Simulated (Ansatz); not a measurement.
The reference is SrTiO₃ in the cubic perovskite structure (space group Pm-3m, No. 221; a = 3.907 Å).

Method: Ansatz (a quantum-chemistry and plane-wave program) r2SCAN, no spin-orbit coupling.

Base values:

The band gap is 2.26 eV and the smallest direct gap is 2.63 eV.

The change: hydrostatic tension (pressure −2 GPa).

Task: What happens to the band gap?

Result: The band gap drops by 0.02 eV to 2.24 eV.

Task: Predict the new smallest direct gap.

Result: The smallest direct gap decreases by 0.02 eV (2.63 eV → 2.61 eV).

Load acts through the strain it causes; cell and atoms are relaxed under it. Stability against distortions was not tested. The final runs are not spin-polarised. Many cubic perovskites are stable only at high temperature; tilts and polar distortions were not tested.
